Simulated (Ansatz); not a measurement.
## CuAu: uniaxial strain ε_zz = −1.17 %

Base system: CuAu (space group P4/mmm, No. 123; a = 2.869 Å, c = 3.645 Å; relaxed with 0.1 eV smearing). Axes: x, y, z lie along a, b, c of the conventional cell.

The change: the cell is compressed by 1.17 % along z with no lateral relaxation; the atoms relax in the strained cell.

Computed with PBE (Ansatz, an electronic-structure program), no spin-orbit coupling. k-mesh 20×20×16 (Γ-centred); smearing 0.1 eV (Fermi–Dirac).

- Volume per atom = 14.83 Å³ (base 15.01 Å³)
- Space group = P4/mmm (No. 123) (base P4/mmm (No. 123))
- Shortest interatomic distance = 5.127 bohr (base 5.154 bohr)
- Energy relative to the base (free energy F) = +1.0 meV/atom
- Pressure (mean of the normal stresses, compression positive) = 1.7 GPa (base 0.0 GPa)
- Band gap = zero (base zero)
- Stress (xx, yy, zz, yz, xz, xy; compression positive) = (1.6, 1.6, 1.8, 0.0, 0.0, 0.0) GPa

Final structure:

```
CuAu
1.0
    2.86941     0.00000     0.00000
    0.00000     2.86941     0.00000
    0.00000     0.00000     3.60258
Cu Au
1 1
Direct
  0.50000   0.50000   0.50000
  0.00000   0.00000   0.00000
```

Cost of the whole job for the changed cell (relaxation, final SCF and bands): roughly 50 core-seconds.

No phonon test of stability was made. All final runs are without spin polarisation.
